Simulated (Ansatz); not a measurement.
alpha quartz: the defect B on the Si site + 1 H

The numbers are results of PBE, PAW (plane waves to 420 eV; Ansatz, a program for electronic structure), not measurements. Set-up: 72-site cell; 2×2×2 Γ-centred k-points; start: the Si site; H antibonding at the neighbour; energies good to tenths of an eV; flagged in the runs: a host whose relaxation on this sampling wasn't shown to rest.

Neighbours after relaxation, in Å: of the B atom: O 1.37, O 1.38, O 1.39, O 2.40; of the H atom: O 0.97, Si 2.24, O 2.30, O 2.62, O 2.65, B 2.73, O 2.77.

Formation energies E_f are those of the neutral cell. Chemical conditions: O-rich (Δμ(Si) = -8.33 eV, Δμ(B) = -5.92 eV, Δμ(H) = -1.25 eV, bounded by B2O3 (P3_121), H2O molecule; only phases computed here count, gases as isolated molecules at 0 K). Reference phases: B: alpha boron, H: H2 molecule in a box, Si: silicon.

| charge | moment (μB) | point group | largest move off a lattice site (Å) | E_f, O-rich (eV) |
|---|---|---|---|---|
| 0 | not spin-polarised | C1 | 0.60 | 0.37 |

Point groups are those of the whole cell at tolerances of 0.03 and 0.1 Å ("near" where only the looser one holds); none is given for unsettled states.

No other site or start that was run ended lower by more than 0.1 eV.

Flagged in the runs: a host whose relaxation on this sampling wasn't shown to rest.
